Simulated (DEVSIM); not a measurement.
Structure: illuminated InP p-on-n cell, one wavelength, at 300 K.

Layer 1 from the left is InP, thickness (μm) 0.0860, Na (cm⁻³) 2e18, τn (s) 8.8e-11, τp (s) 2.7e-9, absorption coefficient (cm⁻¹) 16000. Layer 2 from the left is InP, thickness (μm) 0.630, Nd (cm⁻³) 2.2e15, τn (s) 4.2e-9, τp (s) 4.2e-9, absorption coefficient (cm⁻¹) 16000.

Left contact: ohmic, minority electron recombination velocity 30000 cm/s. Right contact: ohmic, minority hole recombination velocity 2e6 cm/s. Voltage is applied to the left contact. Recombination: SRH at mid-gap, radiative, Auger. Light enters at the left, 1.4e16 photons cm⁻² s⁻¹, one pass, no reflection. Mobility is constant in doping.

The device is made up for the run: typed textbook-type constants, with dimensions and the other settings drawn at random. Values at 300 K.

InP: gap (eV) 1.344, affinity (eV) 4.38, permittivity 12.5, Nc (cm⁻³) 5.7e17, Nv (cm⁻³) 1.1e19, μn (cm²/Vs) 5200, μp (cm²/Vs) 170, B (cm³/s) 1.2e-10, Cn (cm⁶/s) 9e-31, Cp (cm⁶/s) 9e-31.

DEVSIM, 1D drift-diffusion, Boltzmann statistics, complete ionisation; no tunnelling, impact ionisation, image-force lowering or self-heating.

**Question.** What does the simulation give for the share of generated pairs collected at short circuit, the dark forward voltage at 100 A/cm², the fill factor?

**Answer.** share of generated pairs collected at short circuit 0.985; dark forward voltage at 100 A/cm² 1.035 V; fill factor 0.74.
